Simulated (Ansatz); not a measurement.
Consider the following.

```
CELL_PARAMETERS angstrom
      0.00000     3.19100     3.19100
      3.19100     0.00000     3.19100
      3.19100     3.19100     0.00000
ATOMIC_POSITIONS crystal
  I  0.25000 0.25000 0.25000
  B  0.00000 0.00000 0.00000
```

No spin polarisation.

Calculations: r2SCAN, PAW, 500 eV (Ansatz, an electronic-structure program; spin-orbit coupling left out). Settings: 9×9×9 k-points, 0.05 eV Fermi–Dirac smearing.

### Question
Predict the gap character.

### Answer
Indirect, W → X.

### Question
Predict the electron mass.

### Answer
2.8 mₑ along k, 0.47 mₑ across (at X).

### Question
Predict the space group.

### Answer
F-43m (No. 216).

### Question
What smallest direct gap does the calculation give?

### Answer
1.55 eV.

With I present, leaving out spin-orbit coupling can change the band edges. Masses are band curvatures over ±0.01 Å⁻¹ around the edge. Along k means along the line from Γ to the band edge. No phonon test of stability was made. The cell was made from CuI by this change: Cu → B; the result is a hypothetical phase, not in the database extracts checked.
